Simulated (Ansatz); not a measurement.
What uniaxial strain ε_zz = +1.50 % does to TiAl

Start from TiAl (space group P4/mmm, No. 123; a = 2.7963 Å, c = 4.0381 Å; relaxed with 0.1 eV smearing). Axes: x, y, z lie along a, b, c of the conventional cell.

One thing is altered: uniaxial strain ε_zz = +1.50 %, all other strain components held at zero, atoms relaxed at fixed cell.

Computed with Ansatz (a first-principles code) PBEsol, no SOC. Settings: 21×21×14 k-points, 0.1 eV Fermi–Dirac smearing.

Shortest interatomic distance: 2.796 Å (base 2.796 Å)
Energy relative to the base (free energy F): +1.9 meV/atom
Band gap: zero (base zero)
Stress (xx, yy, zz, yz, xz, xy; compression positive): (-1.3, -1.3, -2.6, 0.0, 0.0, 0.0) GPa

Final structure:

```
TiAl
1.0
    2.79629     0.00000     0.00000
    0.00000     2.79629     0.00000
    0.00000     0.00000     4.09871
Ti Al
1 1
Direct
  0.00000   0.00000   0.00000
  0.50000   0.50000   0.50000
```

Cost of the whole job for the changed cell (relaxation, final SCF and bands): very roughly 20 core-seconds.

No phonon test of stability was made. The final runs are not spin-polarised.
